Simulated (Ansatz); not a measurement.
**Effect of isotropic strain +1.47 % on GaN**

The reference is GaN in the wurtzite structure (space group P6_3mc, No. 186; a = 3.218 Å, c = 5.243 Å).

One thing is altered: the cell is scaled by 1.0147 in all directions; the atoms relax in the strained cell.

Calculations: Ansatz (a program for electronic structure) PBE, no SOC. Γ-centred 12×12×6 mesh, Fermi–Dirac width 0.05 eV.

```tsv
quantity	base	changed	shift
volume per atom	11.76 Å³	12.28 Å³	+0.526 Å³
space group	P6_3mc (No. 186)	P6_3mc (No. 186)	–
shortest interatomic distance	1.967 Å	1.996 Å	+0.029 Å
energy relative to the base (free energy F)	0 meV/atom	+12 meV/atom	+12 meV/atom
pressure (mean of the normal stresses, compression positive)	0.00 GPa	-6.84 GPa	-6.84 GPa
band gap	1.71 eV	1.42 eV	-0.29 eV
gap character	direct at Γ	direct at Γ	–
mean gap deformation potential ΔEg/Δln V	–	-6.6 eV	–
electron mass	0.14 mₑ along c, 0.16 mₑ across (at Γ)	0.12 mₑ along c, 0.14 mₑ across (at Γ)	–
valence-band top at Γ (three highest levels, from the VBM)	0.00, 0.00, -0.04 eV	0.00, 0.00, -0.03 eV	–
```

Masses are band curvatures over ±0.01 Å⁻¹ around the edge. Stability against distortions was not tested.
